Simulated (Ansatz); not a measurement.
**SnTe: stress against strain**

SnTe (rock salt, Fm-3m, 32.304 Å³/atom and stress up to 0.01 GPa in the relaxed cell) under an equal strain ε in the (111) plane with the normal axis free, as in a coherent film. r2SCAN in Ansatz, a plane-wave DFT program (PAW, default set), 500 eV, 13×13×13 Γ-centred mesh, Fermi-Dirac smearing 0.05 eV; ions are relaxed, or left where forces stay under 0.02 eV/Å, within the symmetry of each cell. Stress is positive for a compressed cell.

Here s stands for strain and y for stress xx.

| strain (%) | stress xx (GPa) |
|---|---|
| -1.25 | 0.89 |
| -0.83 | 0.59 |
| -0.42 | 0.29 |
| 0.00 | 0.00 |
| 0.42 | -0.29 |
| 0.83 | -0.57 |
| 1.25 | -0.85 |
| 2.50 | ? |

The 7 complete rows are fitted with a straight line, y against s. Means: s 0, y 0.009. About the means, the sum of products is -3.3814 and the sum of squares of s is 4.8556; the slope is their ratio. Least squares gives y = 0.009 - 0.6964·s. Residuals (row less fit): 0.010, 0.003, -0.011, -0.009, -0.007, -0.001, 0.012; standard error 0.010 (degrees of freedom: 5). The slope gives the biaxial elastic modulus of this plane = 69.6 ± 0.5 GPa (± standard error of the fit, which holds the terms cut off).

### Question
What does the fit predict for y at s = 2.50, and how far is the calculated value from it?

### Answer
y = 0.009 - 0.6964 × 2.50 = -1.732 GPa. The calculation gives -1.64 GPa, 0.092 GPa above the prediction (3.6 % of the range of y in the table). The row lies outside the fitted rows, so this is an extrapolation. From the scatter of the fitted rows alone, a prediction at this place has a standard error of 0.016 GPa, so the miss is 5.8 times that.

A polynomial of degree 2 through the 12 other runs of the series gives -1.66 there, so most of the miss is curvature that the fit leaves out. This level leaves no gap over 0.05 eV at strain -1.25, -0.83, -0.42, 0.83, 1.25, 2.50 %. Spin-orbit coupling is left out, which can shift these values for the heavy elements here. SnTe stands in this structure, which distorts at low temperature. Rows are the converged runs of the series near zero and its far end; series whose fitted rows scatter by over a few per cent of the range, as at a crossing or softening among them, aren't shown in this form, nor equations of state whose B0' disagrees with the runs' pressures. Most that stay on the fit to the last digits aren't either.
